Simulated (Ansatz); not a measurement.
Take GaAs in the zinc blende structure (space group F-43m, No. 216; a = 5.667 Å) as the base.

Structures relaxed with r2SCAN, PAW, 500 eV (Ansatz, a program for electronic structure; scalar-relativistic without spin-orbit coupling).

Base:

Simulated powder pattern, Cu Kα, λ = 1.54184 Å (kinematic, ideal powder, no thermal factors, no anomalous dispersion; the 8 strongest lines at most, above 2 %, up to 2θ = 90°):

| 2θ (°) | I/Imax (%) | hkl |
|---|---|---|
| 27.26 | 100 | (111) |
| 45.26 | 74 | (220) |
| 53.64 | 45 | (311) |
| 65.94 | 12 | (400) |
| 72.74 | 18 | (331) |
| 83.59 | 24 | (422) |
| 89.97 | 14 | (333) |

Now apply this change: every Ga is replaced by Ru, then cell and atoms are relaxed.

After the change:

Simulated powder pattern, Cu Kα, λ = 1.54184 Å (kinematic, ideal powder, no thermal factors, no anomalous dispersion; the 8 strongest lines at most, above 2 %, up to 2θ = 90°):

```csv
2θ (°),d (Å),I/Imax (%),hkl
28.47,3.135,100,(111)
32.99,2.715,2.1,(200)
47.35,1.920,70,(220)
56.19,1.637,42,(311)
69.21,1.357,11,(400)
76.47,1.246,17,(331)
88.14,1.108,24,(422)
```

The indices refer to each structure's own conventional cell; one index is shown for lines that coincide.

No phonon test of stability was made. As relaxed here, RuAs is a hypothetical phase, not in the database extracts checked. All final runs are without spin polarisation. An odd electron count without spin: RuAs.
